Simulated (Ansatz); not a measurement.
**Fermi-surface data of VPt3 (R-3m)**

Here is the system:

```yaml
crystal:
  lattice:
    - [1.36528, 0.78825, 8.97292]
    - [-1.36528, 0.78825, 8.97292]
    - [0.00000, -1.57649, 8.97292]
  atoms:
    - { symbol: V, position: [0.00000, 0.00000, 0.00000] }
    - { symbol: Pt, position: [0.25577, 0.25577, 0.25577] }
    - { symbol: Pt, position: [0.74423, 0.74423, 0.74423] }
    - { symbol: Pt, position: [0.50000, 0.50000, 0.50000] }
```

Calculation: r2SCAN, rigid bands (plane waves, PAW, scalar-relativistic; Ansatz, a program for electronic structure). Condition of this run: functional r2SCAN on the same cell. Cell: cell and atoms relaxed with PBEsol.

```
Quantity                                                              Value
------------------------------------  -------------------------------------
density of states at the Fermi level      3.19 states/(eV·cell), both spins
bare Sommerfeld coefficient                       1.88 mJ/(mol of atoms·K²)
Drude plasma energy                            8.0 (x), 8.0 (y), 3.5 (z) eV
root-mean-square Fermi velocity                                   5.7e5 m/s
resistivity times τ                   7.7 (x), 7.7 (y), 39 (z) ×10⁻²² Ω·m·s
```

A metal at this level (no band gap); rigid bands, thermally averaged at 300 K, both spins. Spin-orbit coupling is left out, which matters with elements this heavy. τ is one relaxation time for all states.

Computed structure with no diffraction record at hand here (it may be known, metastable or hypothetical): VPt3 (R-3m). Treated as nonmagnetic (a ferromagnetic start lost its moment, other orders weren't tried): VPt3 (R-3m).
